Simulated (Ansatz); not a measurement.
CsCl-type TiCo, treated with r²SCAN in Ansatz (plane waves, PAW).

Numerical settings: plane-wave cutoff 600 eV, 16×16×16 k mesh, Fermi–Dirac smearing 0.1 eV, finite displacements, force constants from a 4×4×4 q mesh, no spin polarisation, scalar-relativistic PAW data made under PBE.

Q: Predict the zone-centre TO phonon frequency and zero-point energy.

A: 
- zone-centre TO phonon frequency = 228 cm⁻¹
- zero-point energy = 0.032 eV/atom

Cost on a shared machine: very roughly 4 core-hours.

Ansatz is an electronic-structure program.
